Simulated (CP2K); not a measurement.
CP2K run on ZnNi3Sb2 (P-3m1, 6 atoms in the cell): self-consistent single point.

Computed with PBEsol, GPW, DZVP-MOLOPT-SR-GTH basis, GTH-PBE potentials (GTH_POTENTIALS) run with CP2K.

The change in words: lattice scaled by 0.98. Reference geometry:
```
ZnNi3Sb2
1.0
    4.04555     0.00000     0.00000
   -2.02278     3.50355     0.00000
    0.00000     0.00000     6.19719
Zn Ni Sb
1 3 2
Direct
  0.00000   0.00000   0.00000
  0.00000   0.00000   0.50000
  0.33333   0.66667   0.89170
  0.66667   0.33333   0.10830
  0.33333   0.66667   0.30210
  0.66667   0.33333   0.69790
```

Reference input (self-consistent single point, DFT PBEsol, GPW, DZVP-MOLOPT-SR-GTH basis, GTH-PBE potentials (GTH_POTENTIALS)): CUTOFF = 600 Ry; REL_CUTOFF = 50 Ry; SMEAR/METHOD = GAUSSIAN; SIGMA = 0.2 eV; KPOINTS/SCHEME = MONKHORST-PACK 7 7 4; GAMMA_CENTERED = T; XC_FUNCTIONAL = PBE:PBESOL; Zn/BASIS_SET = DZVP-MOLOPT-SR-GTH; Zn/POTENTIAL = GTH-PBE-q12; Ni/BASIS_SET = DZVP-MOLOPT-SR-GTH; Ni/POTENTIAL = GTH-PBE-q18; Sb/BASIS_SET = DZVP-MOLOPT-SR-GTH. This run's input differs from it in these lines:

```diff
@@ -66,4 +66,4 @@
     &CELL
-      ABC 4.04555300 4.04555354 6.19719000
-      ALPHA_BETA_GAMMA 90.00000000 90.00000000 120.00000380
+      ABC 3.96464200 3.96464227 6.07324600
+      ALPHA_BETA_GAMMA 90.00000000 90.00000000 119.99999775
       PERIODIC XYZ
```

Output, abridged:

```
 SCF WAVEFUNCTION OPTIMIZATION

  Step     Update method      Time    Convergence         Total energy    Change
     1 NoMix/Diag. 0.20E+00      -     1.59814260      -580.4118456884 -5.80E+02
     2 Broy./Diag. 0.20E+00      -     0.23433767      -565.9301477029  1.45E+01
     3 Broy./Diag. 0.20E+00      -     0.04068805      -582.7405526929 -1.68E+01
     4 Broy./Diag. 0.20E+00      -     0.04666463      -579.4279253159  3.31E+00
     5 Broy./Diag. 0.20E+00      -     0.03151102      -579.5623715633 -1.34E-01
     6 Broy./Diag. 0.20E+00      -     0.01242839      -579.0076257439  5.55E-01
   [... 7 lines left out ...]
    14 Broy./Diag. 0.20E+00      -     0.00001128      -578.6970330211  1.71E-04
    15 Broy./Diag. 0.20E+00      -     0.00000382      -578.6969754025  5.76E-05
    16 Broy./Diag. 0.20E+00      -     0.00000147      -578.6969484927  2.69E-05
    17 Broy./Diag. 0.20E+00      -     0.00000022      -578.6969462402  2.25E-06
  *** SCF run converged in    17 steps ***

  Overlap energy of the core charge distribution:               0.00000000069469
  Self energy of the core charge distribution:               -886.97416844586780
  Core Hamiltonian energy:                                    250.25310773473197
  Hartree energy:                                             120.25338289320000
  Exchange-correlation energy:                                -62.22691433969003
  Smearing free energy correction:                             -0.00235408341742
  Fermi energy:                                                 0.41698105467070

  Total energy:                                              -578.69694624016427
  Total energy (extrapolated to sigma->0):                   -578.69576919845554

                     Mulliken Population Analysis

   [... lines left out ...]

 STRESS| Analytical stress tensor [bar]
 STRESS|                        x                   y                   z
 STRESS|      x        2.16124763521E+05   6.55486222196E+01  -6.70429296108E-01
 STRESS|      y        6.55486222196E+01   2.16199797664E+05   4.35459897921E-01
 STRESS|      z       -6.70429296108E-01   4.35459897921E-01   2.21175971849E+05
 STRESS| 1/3 Trace                                             2.17833511011E+05
```

The run converged in 17 iterations. Against the reference run the free energy rises by 83.1 meV/atom, the pressure goes from 9.82 to 21.78 GPa and the largest force goes from 0.264 to 0.535 eV/Å.

The starting cell comes from a database of computed structures (which also holds hypothetical and non-ambient phases and stackings), without a prior relaxation at this level. Its lattice was rescaled by a random factor within 2.5 % of one. For this run, on top of that: lattice scaled by 0.98. Spin polarisation is off. Values carry the incompleteness of an atom-centred basis. The potentials were made for another functional than the one used. With a pressure of about 22 GPa the cell is away from its equilibrium volume at this level.

Cost on one core of a shared machine: roughly 5 min.
